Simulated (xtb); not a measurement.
xtb 6.7.1, GFN2-xTB: O=C(c1ccc2c(c1)oc1ccccc12)c1ccc2c(c1)oc1ccccc12, 42 atoms. The geometry is a generated start, not checked to be a minimum at this level.

```
Property                   Value
-----------------  -------------
run flags                 --grad
method                  GFN2-xTB
--acc                1 (default)
--etemp (K)        300 (default)
basis functions              126
valence electrons            132
```

One run each on 1 thread. Values of broydamp tried: 0.02, 0.05, 0.1, 0.2, 0.4 (default), 0.6, 0.8, 1.

Which value of broydamp needs the fewest SCC iterations, and what happens away from it?

Fewest SCC iterations, within one of each other: 0.2 with 12, 0.4 (default) with 11, 0.6 with 12, 0.8 with 12. The count rises to 18 at 0.02. All converge to one solution.

| broydamp | SCC iterations | end |
|---|---|---|
| 0.02 | 18 | same solution |
| 0.05 | 16 | same solution |
| 0.1 | 14 | same solution |
| 0.2 | 12 | same solution |
| 0.4 (default) | 11 | same solution |
| 0.6 | 12 | same solution |
| 0.8 | 12 | same solution |
| 1 | 14 | same solution |
